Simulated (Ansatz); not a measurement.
The starting structures come from a database of crystals and need not be the phases stable at ambient conditions.

The decay constant κ of evanescent states in the gap governs leakage through a thin film.

Input:

```
NaHO
1.0
    3.34644     0.00000     0.00000
    0.00000     3.42587     0.00000
    0.00000    -1.57462     5.05566
Na H O
2 2 2
Cartesian
  0.68067   0.06505   1.54511
  2.35389   1.78619   3.51055
  0.23576   0.11769   4.66870
  1.90898   1.73356   0.38696
  0.75696   0.05281   3.84877
  2.43018   1.79844   1.20689
```

Space group of this cell: P2_1. The cell is taken as given; by PBEsol its mean pressure is 1.7 GPa.

Transport runs along the normal of the first two printed cell vectors.

The gap is the functional's own, uncorrected, and κ follows it; spin-orbit coupling is left out. Mid-gap values are interpolated between the computed energies.

Compute, with PBEsol (Ansatz, a quantum-chemistry and plane-wave program), the band gap and the smallest decay constant κ at mid-gap.

Gap 3.55 eV on a 10×10×6 mesh; κ = 0.381 1/Å, at the zone centre.
